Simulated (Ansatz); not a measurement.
Take Ge in the diamond structure (space group Fd-3m, No. 227; a = 5.6762 Å) as the base. Axes: x, y, z lie along the cube axes.

Method: Ansatz (an electronic-structure program) PBEsol, scalar-relativistic without spin-orbit coupling.

Strains are applied to the cell and any free atomic positions relax.

One change was made to it. Results:

The energy goes up by 3.2 meV/atom; the pressure (mean of the normal stresses, compression positive) goes from zero to -1.3 GPa; the band gap remains zero.

Question: Which change produced these results?
(A) uniaxial strain ε_zz = +2.00 %
(B) uniaxial strain ε_zz = +1.50 %
(C) uniaxial strain ε_zz = −2.50 %

Answer: A, uniaxial strain ε_zz = +2.00 %. For comparison, the energy relative to the base in the other runs: uniaxial strain ε_zz = −2.50 % gives +5.2 meV/atom; uniaxial strain ε_zz = +1.50 % gives +1.8 meV/atom.

No phonon test of stability was made. A zero or small gap of Ge can be the functional's error rather than a property of the material.
